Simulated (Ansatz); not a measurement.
**Mg2Sn: response to strain**

Consider Mg$_{2}$Sn (space group Fm-3m, No. 225; a = 6.7467 Å; relaxed with 0.1 eV smearing). Axes: x, y, z lie along the cube axes.

Strains are applied to the cell and any free atomic positions relax; under biaxial strain the out-of-plane vector relaxes too.

Level of theory: PBEsol in Ansatz (plane waves to 420 eV, PAW, no spin-orbit coupling), earlier PAW set.

Notes on the quantities. energy relative to the base: free energy F; pressure: mean of the normal stresses, compression positive.

```json
[
 {"case": "base", "shortest interatomic distance": "2.921 Å", "energy relative to the base": "0 meV/atom", "pressure": "0.0 GPa"},
 {"case": "biaxial strain −4.93 %, plane normal [001], relaxed out of plane", "shortest interatomic distance": "___", "energy relative to the base": "+36 meV/atom", "pressure": "3.3 GPa"},
 {"case": "biaxial strain −4.39 %, plane normal [111], relaxed out of plane", "shortest interatomic distance": "2.834 Å", "energy relative to the base": "___", "pressure": "3.3 GPa"},
 {"case": "isotropic strain −5.07 %", "shortest interatomic distance": "2.773 Å", "energy relative to the base": "+95 meV/atom", "pressure": "9.4 GPa"},
 {"case": "uniaxial strain ε_zz = −0.72 %", "shortest interatomic distance": "2.914 Å", "energy relative to the base": "___", "pressure": "___"}
]
```

**Question.** Complete the table.

**Answer.** 
- biaxial strain −4.93 %, plane normal [001], relaxed out of plane, shortest interatomic distance: 2.864 Å
- biaxial strain −4.39 %, plane normal [111], relaxed out of plane, energy relative to the base: +33 meV/atom
- uniaxial strain ε_zz = −0.72 %, energy relative to the base: +0.3 meV/atom
- uniaxial strain ε_zz = −0.72 %, pressure: 0.3 GPa

Stability against distortions was not tested.

Ansatz is a program for electronic structure.
